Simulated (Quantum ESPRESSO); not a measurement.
**Converging the plane-wave cutoff: AlNi (Cmm2, 2 atoms in the cell)**

```
AlNi
1.0
    1.93288    -1.94733     0.00000
    1.93288     1.94733     0.00000
    0.00000     0.00000     3.09013
Al Ni
1 1
Direct
  0.00000   0.00000   0.01618
  0.50000   0.50000   0.50000
```

Computed with PBEsol, PSlibrary ultrasoft (PBE) pseudopotentials (plane waves; Quantum ESPRESSO 7.5).

Base settings: ecutwfc = 50 Ry; ecutrho = 300 Ry; occupations = smearing; smearing = gaussian; degauss = 0.0073499 Ry; input_dft = pbesol; potentials = {Al: Al.pbe-n-rrkjus_psl.1.0.0.UPF, Ni: Ni.pbe-n-rrkjus_psl.1.0.0.UPF}; K_POINTS = automatic 4 4 4 0 0 0; conv_thr = 1e-11 Ry.

Moved along: ecutrho.

The second cell is the first with its lattice scaled by 0.98.

The mesh stays at the base's, so the ladder's end is converged at best in this setting alone.

Only quantities that move along the ladder and can be compared are tabulated.

The count of work is k-points × plane waves × bands × iterations; it is no time. 

The starting cell comes from a database of computed structures (which also holds hypothetical and non-ambient phases and stackings), without a prior relaxation at this level. Its lattice was rescaled by up to half a per cent. One atom was moved a little off its site on purpose. Spin polarisation is off. Without a gap this mesh is coarse (it stands for a supercell whose shortest vector is 11 Å).

Steps (ecutwfc): 17.5 Ry; 20 Ry; 22 Ry; 25 Ry; 28 Ry; 30 Ry; 35 Ry; 40 Ry; 45 Ry; 50 Ry; 55 Ry; 60 Ry; 68 Ry; 75 Ry; 88 Ry; 100 Ry; 120 Ry.

Question: What is the coarsest ecutwfc that holds the pressure within 0.2 GPa of the last step, with all finer ones?

Answer: 55 Ry, at 0.31 of the last step's count of work; the step before is off by 0.63 GPa.

Question: What is the coarsest ecutwfc that holds the forces within 0.02 eV/Å of the last step, with all finer ones?

Answer: 20 Ry, at 0.072 of the last step's count of work; the step before is off by 0.075 eV/Å.

Question: What is the coarsest ecutwfc that holds the energy of the compressed cell less the first within 0.5 meV/atom of the last step, with all finer ones?

Answer: 35 Ry, at 0.14 of the last step's count of work; the step before is off by 1.00 meV/atom.

```csv
ecutwfc,free energy less the last step's (meV/atom),energy of the compressed cell less the first (meV/atom),pressure (GPa),largest difference of a force vector from the last step's (eV/Å),count of work / last
17.5 Ry,7852.60,-83.63,-418.11,0.075,0.076
20 Ry,3352.36,6.48,-215.35,0.006,0.072
22 Ry,1608.92,47.13,-119.74,0.016,0.084
25 Ry,505.88,39.77,-45.28,0.015,0.098
28 Ry,148.91,33.82,-13.13,0.006,0.10
30 Ry,72.61,35.59,-3.64,0.002,0.13
35 Ry,39.30,36.94,2.59,0.000,0.14
40 Ry,33.68,36.93,1.76,0.000,0.18
45 Ry,19.28,36.55,1.44,0.000,0.21
50 Ry,8.15,36.69,1.95,0.000,0.25
55 Ry,4.10,36.67,2.44,0.000,0.31
60 Ry,3.56,36.64,2.59,0.000,0.35
68 Ry,2.95,36.63,2.49,0.000,0.43
75 Ry,1.59,36.61,2.46,0.000,0.50
88 Ry,0.46,36.60,2.58,0.000,0.63
100 Ry,0.39,36.59,2.57,0.000,0.69
120 Ry,0.00,36.59,2.58,0.000,1.0
```

The energy difference between the two cells stays within 1 meV/atom of the last step's from 30 Ry on, the total only from 88 Ry on: much of the error is common to both cells and cancels.

At the lowest cutoff the pressure lies 421 GPa under the last step's, the usual sign of Pulay stress in an incomplete plane-wave basis.
